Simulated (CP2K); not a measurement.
**CP2K run on NaF (Fm-3m, 2 atoms in the cell): self-consistent single point**

Method: CP2K with PBE, GPW, DZVP-MOLOPT-PBE-GTH basis, GTH-PBE potentials (POTENTIAL_UZH).

Input:

```
&GLOBAL
  PROJECT scf
  RUN_TYPE ENERGY_FORCE
  PRINT_LEVEL MEDIUM
&END GLOBAL
&FORCE_EVAL
  METHOD Quickstep
  STRESS_TENSOR ANALYTICAL
  &DFT
    BASIS_SET_FILE_NAME BASIS_MOLOPT_UZH
    POTENTIAL_FILE_NAME POTENTIAL_UZH
    &QS
      METHOD GPW
      EPS_DEFAULT 1E-10
    &END QS
    &MGRID
      CUTOFF 1000
      REL_CUTOFF 50
      NGRIDS 5
    &END MGRID
    &SCF
      SCF_GUESS ATOMIC
      EPS_SCF 1E-6
      MAX_SCF 100
      ADDED_MOS 4
      &DIAGONALIZATION
        ALGORITHM STANDARD
      &END DIAGONALIZATION
      &MIXING
        METHOD BROYDEN_MIXING
        ALPHA 0.3
        NBUFFER 10
      &END MIXING
    &END SCF
    &KPOINTS
      SCHEME MONKHORST-PACK 10 10 10
      GAMMA_CENTERED T
    &END KPOINTS
    &XC
      &XC_FUNCTIONAL PBE
      &END XC_FUNCTIONAL
    &END XC
    &PRINT
      &MO
        EIGENVALUES T
        OCCUPATION_NUMBERS T
        NDIGITS 8
        FILENAME mo
        &EACH
          QS_SCF 0
        &END EACH
        ADD_LAST NUMERIC
      &END MO
      &MULLIKEN ON
      &END MULLIKEN
    &END PRINT
  &END DFT
  &SUBSYS
    &CELL
      A 3.20655800 0.00000000 0.00000000
      B 1.60327900 2.77696100 0.00000000
      C 1.60327900 0.92565400 2.61814400
      PERIODIC XYZ
    &END CELL
    &COORD
      SCALED
      Na       0.00000000     0.00000000     0.00000000
      F        0.50000000     0.50000000     0.50000000
    &END COORD
    &KIND Na
      BASIS_SET DZVP-MOLOPT-PBE-GTH-q9
      POTENTIAL GTH-PBE-q9
    &END KIND
    &KIND F
      BASIS_SET DZVP-MOLOPT-PBE-GTH-q7
      POTENTIAL GTH-PBE-q7
    &END KIND
  &END SUBSYS
  &PRINT
    &FORCES ON
    &END FORCES
    &STRESS_TENSOR ON
    &END STRESS_TENSOR
  &END PRINT
&END FORCE_EVAL
```

The program printed (abridged):

```
 GLOBAL| Method name                                                        CP2K
 GLOBAL| Project name                                                        scf
 GLOBAL| Run type                                                   ENERGY_FORCE

 CELL| Volume [angstrom^3]:                                            23.313228
 CELL| Vector a [angstrom]:       3.207     0.000     0.000   |a| =     3.206558
 CELL| Vector b [angstrom]:       1.603     2.777     0.000   |b| =     3.206558
 CELL| Vector c [angstrom]:       1.603     0.926     2.618   |c| =     3.206558
 CELL| Angle (b,c), alpha [degree]:                                    59.999997
 CELL| Angle (a,c), beta  [degree]:                                    60.000004
 CELL| Angle (a,b), gamma [degree]:                                    60.000003
 CELL| Numerically orthorhombic:                                              NO
 CELL| Periodicity                                                           XYZ

 DFT| Spin restricted Kohn-Sham (RKS) calculation                            RKS
 DFT| Multiplicity                                                             1
 DFT| Number of spin states                                                    1
 DFT| Charge                                                                   0
 DFT| XC density smoothing                                                  NONE
 DFT| XC derivatives                                                          PW

 QS| Method:                                                                 GPW
 QS| Density plane wave grid type                        NON-SPHERICAL FULLSPACE
 QS| Number of grid levels:                                                    5
 QS| Density cutoff [a.u.]:                                                500.0
 QS| Multi grid cutoff [a.u.]: 1) grid level                               500.0
   [... lines left out ...]
 BRILLOUIN| Wavefunction type                                            COMPLEX
 BRILLOUIN| List of Kpoints [2 Pi/Bohr]                                      504
 BRILLOUIN| Number           Weight            X              Y              Z
 BRILLOUIN|     1           0.00200       -0.40000       -0.40000       -0.40000
 BRILLOUIN|     2           0.00200       -0.40000       -0.40000       -0.30000
 BRILLOUIN|     3           0.00200       -0.40000       -0.40000       -0.20000
   [... 501 lines left out ...]
 *******************************************************************************

 Extrapolation method: initial_guess

 Re-scaling the density matrix to get the right number of electrons
                  # Electrons              Trace(P)               Scaling factor
                           16                16.000                        1.000

 Number of electrons:                                                         16
 Number of occupied orbitals:                                                  8
 Number of molecular orbitals:                                                12

 Number of orbital functions:                                                 22
 Number of independent orbital functions:                                     22
 SCF WAVEFUNCTION OPTIMIZATION

  Step     Update method      Time    Convergence         Total energy    Change
     1 NoMix/Diag. 0.30E+00      -     0.81764253       -72.3440110440 -7.23E+01
     2 Broy./Diag. 0.30E+00      -     0.09154032       -70.8263040768  1.52E+00
     3 Broy./Diag. 0.30E+00      -     0.03624711       -72.0045663678 -1.18E+00
     4 Broy./Diag. 0.30E+00      -     0.01953360       -72.2761888617 -2.72E-01
     5 Broy./Diag. 0.30E+00      -     0.00592981       -72.2112138203  6.50E-02
     6 Broy./Diag. 0.30E+00      -     0.00036018       -72.2800393178 -6.88E-02
     7 Broy./Diag. 0.30E+00      -     0.00034373       -72.2804882832 -4.49E-04
     8 Broy./Diag. 0.30E+00      -     0.00013818       -72.2815085274 -1.02E-03
     9 Broy./Diag. 0.30E+00      -     0.00003106       -72.2811805958  3.28E-04
    10 Broy./Diag. 0.30E+00      -     0.00000424       -72.2811962567 -1.57E-05
    11 Broy./Diag. 0.30E+00      -     0.00000232       -72.2811943357  1.92E-06
    12 Broy./Diag. 0.30E+00      -     0.00000001       -72.2811977015 -3.37E-06
  *** SCF run converged in    12 steps ***

  Electronic density on regular grids:        -15.9999999857        0.0000000143
  Core density on regular grids:               15.9999999998       -0.0000000002
  Total charge density on r-space grids:        0.0000000141
  Total charge density g-space grids:           0.0000000141

  Overlap energy of the core charge distribution:               0.00000000000000
  Self energy of the core charge distribution:               -162.43681534903396
  Core Hamiltonian energy:                                     49.22775461149364
  Hartree energy:                                              52.97029954937931
  Exchange-correlation energy:                                -12.04243651330106

  Total energy:                                               -72.28119770146208

                     Mulliken Population Analysis

 #  Atom  Element  Kind  Atomic population                           Net charge
       1     Na       1          8.156925                              0.843075
       2     F        2          7.843075                             -0.843075
 # Total charge                             16.000000                  0.000000

 ENERGY| Total FORCE_EVAL ( QS ) energy [hartree]            -72.281197810292412

 FORCES| Atomic forces [hartree/bohr]
 FORCES|   Atom     x               y               z               |f|
 FORCES|      1 -2.32539480E-14  1.97874686E-14 -2.20629501E-14   3.76704629E-14
 FORCES|      2  7.12991080E-15  3.21059903E-15 -3.01449349E-14   3.11425862E-14
 FORCES| Sum    -1.61240372E-14  2.29980676E-14 -5.22078851E-14
 FORCES| Total atomic force                                       5.92837157E-14

 STRESS| Analytical stress tensor [bar]
 STRESS|                        x                   y                   z
 STRESS|      x        7.21716407912E+04   1.50870692153E+02   1.06681728977E+02
 STRESS|      y        1.50870692153E+02   7.19973101889E+04   6.14737480494E+01
 STRESS|      z        1.06681728977E+02   6.14737480494E+01   7.19537988814E+04
 STRESS| 1/3 Trace                                             7.20409166205E+04
```

The run converged in 12 iterations.

The starting cell comes from a database of computed structures (which also holds hypothetical and non-ambient phases and stackings), without a prior relaxation at this level. Its lattice was rescaled by a random factor within 2.5 % of one. Values carry the incompleteness of an atom-centred basis. With a pressure of about 7 GPa the cell is away from its equilibrium volume at this level.

Cost on one core of a shared machine: roughly 50 s.
